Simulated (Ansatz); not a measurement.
Computed with PBE (plane waves to 420 eV, PAW; Ansatz, a first-principles code).

Plane-averaged electrostatic potential energy along the normal, in eV from the Fermi level, for a constructed model of the (0001) surface of hcp Ru, (√3x√3)R30° layer of In, one a cell, in the other hollow (bottom of the slab: a bare face, its two planes held):

```tsv
z (Å)	V (eV)
3.83	5.06
4.13	5.06
4.42	5.05
4.72	5.05
5.01	5.03
5.31	5.00
5.60	4.94
5.90	4.82
6.19	4.56
6.49	4.00
6.78	2.83
7.08	0.34
7.38	-6.10
7.67	-17.66
7.96	-26.71
8.26	-26.50
8.55	-17.23
8.85	-6.10
9.14	-1.66
9.44	-4.53
9.73	-14.86
10.03	-25.39
10.32	-28.02
10.62	-20.80
10.91	-9.18
11.21	-2.40
11.50	-3.31
11.80	-12.05
12.09	-23.34
12.39	-28.26
12.68	-22.99
12.98	-11.58
13.27	-2.94
13.57	-1.86
13.86	-7.92
14.16	-19.48
14.46	-27.57
14.75	-26.01
15.04	-16.00
15.34	-5.33
15.63	-1.85
15.93	-5.64
16.22	-16.49
16.52	-26.34
16.81	-27.61
17.11	-19.37
17.40	-7.95
17.70	-2.49
17.99	-5.24
18.29	-15.62
18.58	-25.67
18.88	-27.42
19.18	-19.47
19.47	-7.76
19.77	-0.67
20.06	1.28
20.36	0.52
20.65	-1.67
20.95	-3.33
21.24	-3.71
21.54	-2.71
21.83	-0.47
22.12	1.84
22.42	3.00
22.71	3.57
23.01	3.86
23.30	4.01
23.60	4.08
23.89	4.12
24.19	4.14
24.48	4.15
24.78	4.15
25.07	4.15
25.37	4.15
```

Model: 19-atom slab, 13.3 Å thick at the start, 9x9x1 mesh, Fermi-Dirac 0.1 eV, dipole correction, 6 atoms held, the rest relaxed; start symmetry kept, larger cells not searched; no spin, no spin-orbit, no U. In PBE it lies 0.01 eV a 1x1 cell over the lowest computed structure of the same composition ((√3x√3)R30° layer of In, one a cell, on the site that continues the host's stacking).

The surface cell has an area of 19.24 Å². What dipole along the normal does the step between the two vacuum levels imply?

the top vacuum level lies 0.90 eV below the bottom one; p = −ε₀ A ΔV (ε₀ = 0.005526 e/(V·Å)) gives 0.10 e·Å a cell.
